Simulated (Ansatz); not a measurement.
Functionals compared on the (10-10) surface of ferroelectric LiNbO3 in its 1x1 cell (cut with top plane 2 Li + 2 Nb + 4 O, bottom plane 2 Li + 2 Nb + 2 O), relaxed from an ideal cut (the real face may reconstruct), with unlike faces, outermost plane spacing 0.13 Å in the ideal cut (in the relaxation 2 Li–O bonds formed; 8 Li–O bonds broke), in Ansatz (plane waves, PAW). The structure was relaxed with PBE; the other rows are single points on it, each with its references at the same level. Cutoff 420 eV (500 eV for r2SCAN). The surface energy is the mean of two unlike faces.

Model: 80-atom slab, Li16Nb16O48, 10.9 Å thick at the start, 5x2x1 mesh, Fermi-Dirac 0.025 eV, dipole correction, all atoms relaxed; held to the start's symmetry, so lower structures may exist; no spin, no spin-orbit, no U. These notes are the PBE run's.

```
functional  surface energy (J/m²)          rough cost of the single point
----------  ---------------------  --------------------------------------
PBE                          0.80                                       –
LDA                          1.23            very roughly 13 core-minutes
PBEsol                       1.00  about 10 core-minutes (a rough figure)
RPBE                         0.56  about 11 core-minutes (a rough figure)
r2SCAN                       1.08  about 17 core-minutes (a rough figure)
```

Ansatz is a first-principles code.
